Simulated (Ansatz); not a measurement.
The reference is AlRu in the CsCl type structure (space group Pm-3m, No. 221; a = 2.955 Å; relaxed with 0.1 eV smearing). Axes: x, y, z lie along the cube axes.

All numbers come from LDA/PAW in Ansatz (an electronic-structure program), without spin-orbit coupling.

Before the change:

```
Property                         Result
-----------------------------  --------
Pressure                        0.0 GPa
Shortest interatomic distance  255.9 pm
```

The change: biaxial strain −2.50 %, plane normal [111], relaxed out of plane (Cartesian); in-plane vectors clamped, the third vector and the atoms free.

### Question
Predict the new pressure, shortest interatomic distance and ratio −ε⊥/ε∥.

### Answer
The pressure (mean of the normal stresses, compression positive) goes from zero to 8.3 GPa; the shortest interatomic distance shrinks by 5.1 pm, from 255.9 pm to 250.8 pm; the ratio −ε⊥/ε∥ comes out as 0.76.

Whether these cells are dynamically stable was not tested. All final runs are without spin polarisation.
